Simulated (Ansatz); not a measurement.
**Thickness series in HfN**

Start from HfN in the rock salt structure (space group Fm-3m, No. 225; a = 4.526 Å). Axes: x, y, z lie along the cube axes.

Free-standing slabs (2 atom(s) a layer) normal to the z axis with 15 Å of vacuum; in-plane cell held at bulk.

Level of theory: r2SCAN/PAW in Ansatz (an electronic-structure program), no SOC, earlier PAW set.

Notes on the quantities. excess energy per area of both faces: slab less bulk energy over the cell's area: twice a surface energy; uncertain by up to 0.2 J/m²; layer's space group: with vacuum.

```json
[
 {"variant": "1 layer", "excess energy per area of both faces": "–", "thickness between the outermost nuclei": "–", "layer's space group": "P4/mmm (No. 123)"},
 {"variant": "2 layers", "excess energy per area of both faces": "3.3 J/m²", "thickness between the outermost nuclei": "2.35 Å", "layer's space group": "P4/nmm (No. 129)"},
 {"variant": "3 layers", "excess energy per area of both faces": "3.2 J/m²", "thickness between the outermost nuclei": "4.72 Å", "layer's space group": "P4/mmm (No. 123)"},
 {"variant": "4 layers", "excess energy per area of both faces": "3.4 J/m²", "thickness between the outermost nuclei": "6.85 Å", "layer's space group": "P4/nmm (No. 129)"},
 {"variant": "5 layers", "excess energy per area of both faces": "3.3 J/m²", "thickness between the outermost nuclei": "9.24 Å", "layer's space group": "P4/mmm (No. 123)"},
 {"variant": "6 layers", "excess energy per area of both faces": "3.2 J/m²", "thickness between the outermost nuclei": "11.46 Å", "layer's space group": "P4/nmm (No. 129)"},
 {"variant": "7 layers", "excess energy per area of both faces": "3.3 J/m²", "thickness between the outermost nuclei": "13.72 Å", "layer's space group": "P4/mmm (No. 123)"}
]
```

The excess energy carries the mismatch between the slab's and the bulk's meshes. Whether these cells are dynamically stable was not tested. The final runs are not spin-polarised. An odd electron count without spin: HfN.
